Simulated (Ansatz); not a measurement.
# Pressure series in Ga2O3

The parent structure is Ga$_{2}$O$_{3}$ in the corundum structure (space group R-3c, No. 167; a = 4.985 Å, c = 13.442 Å (hexagonal axes)).

Cell and atoms are relaxed at each pressure.

Level of theory: r2SCAN in Ansatz (plane waves to 500 eV, PAW, scalar-relativistic without spin-orbit coupling).

| variant | band gap | lattice parameter a | smallest direct gap |
|---|---|---|---|
| base | 3.55 eV | 498.5 pm | 3.81 eV |
| pressure −2 GPa | 3.46 eV | 499.8 pm | 3.70 eV |
| pressure −1 GPa | 3.51 eV | 499.1 pm | 3.76 eV |
| pressure 3 GPa | 3.69 eV | 496.6 pm | 3.96 eV |
| pressure 7 GPa | 3.87 eV | 494.3 pm | 4.14 eV |
| pressure 15 GPa | 4.20 eV | 490.2 pm | 4.49 eV |
| pressure 30 GPa | 4.73 eV | 483.8 pm | 5.03 eV |
| pressure 50 GPa | 5.32 eV | 477.1 pm | 5.61 eV |
| pressure 75 GPa | [?] | [?] | [?] |
| pressure 100 GPa | 6.35 eV | 466.0 pm | 6.59 eV |

Q: Fill in the withheld entries from the trend.

A: 
- pressure 75 GPa, band gap: 5.91 eV
- pressure 75 GPa, lattice parameter a: 470.8 pm
- pressure 75 GPa, smallest direct gap: 6.17 eV

Load acts through the strain it causes; cell and atoms are relaxed under it. Stability against distortions was not tested. No other phases were tried under pressure.

Ansatz is a program for electronic structure.
